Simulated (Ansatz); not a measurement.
Start from SnO in the litharge type structure (space group P4/nmm, No. 129; a = 3.793 Å, c = 4.764 Å; layered, stacked along the Cartesian z axis). Axes: x, y, z lie along a, b, c of the conventional cell.

Structures relaxed with r2SCAN+rVV10 in Ansatz (plane waves to 500 eV, PAW, scalar-relativistic without spin-orbit coupling).

Base:

Simulated powder pattern, Cu Kα1, λ = 1.54056 Å (kinematic, ideal powder, no thermal factors, no anomalous dispersion; the 10 strongest lines at most, above 2 %, up to 2θ = 90°):

```
2θ (°)  I/Imax (%)    hkl
------  ----------  -----
30.09          100  (101)
33.38           28  (110)
37.73         10.0  (002)
47.92           17  (200)
51.25           28  (112)
57.63           31  (211)
62.55          9.3  (202)
63.45           11  (103)
78.14          6.2  (301)
83.27           10  (213)
```

Perturbation: the symmetric strain tensor [-0.0101 0.0066 -0.0093; 0.0066 -0.0003 -0.0023; -0.0093 -0.0023 0.0019], atoms relaxed at fixed cell.

Task: How do the reflections move or split?

Result: 
Simulated powder pattern, Cu Kα1, λ = 1.54056 Å (kinematic, ideal powder, no thermal factors, no anomalous dispersion; the 10 strongest lines at most, above 2 %, up to 2θ = 90°):

```
2θ (°)  I/Imax (%)       hkl
------  ----------  --------
29.98          100  (1 0 -1)
30.01          100  (0 1 -1)
30.14           99     (011)
30.54           96     (101)
33.34           56     (110)
33.79           54  (1 -1 0)
37.66           40     (002)
47.94           34     (020)
48.45           33     (200)
50.71           28  (1 1 -2)
```

The indices refer to the base's conventional cell; one index is shown for lines that coincide. The space group is now P-1 (No. 2).

Whether these cells are dynamically stable was not tested. All final runs are without spin polarisation.

Ansatz is a quantum-chemistry and plane-wave program.
